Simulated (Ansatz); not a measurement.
Functionals compared on a constructed model of the (0001) surface of hcp Os, a pseudomorphic layer of Pd in the host's stacking (bottom of the slab: a bare face, its two planes held), in Ansatz (plane waves, PAW). The structure was relaxed with PBE; the other rows are single points on it. Cutoff 420 eV (500 eV for r2SCAN).

Slab: 7 atoms, 13.4 Å thick at the start; k 16x16x1, smearing 0.1 eV, dipole-corrected; 2 atoms held, the rest relaxed; held to the start's symmetry, so lower structures may exist; no spin, no spin-orbit, no U. It is one candidate, not shown to be the stable structure of the face. These notes are the PBE run's.

```
functional  work function of the top face (eV)          rough cost of the single point
----------  ----------------------------------  --------------------------------------
PBE                                       4.89                                       –
RPBE                                      4.70  about 28 core-seconds (a rough figure)
r2SCAN                              (withheld)  about 40 core-seconds (a rough figure)
```

Question: Complete the blanks.

Answer: 
- r2SCAN, work function of the top face (eV): 4.87

Ansatz is a program for electronic structure.
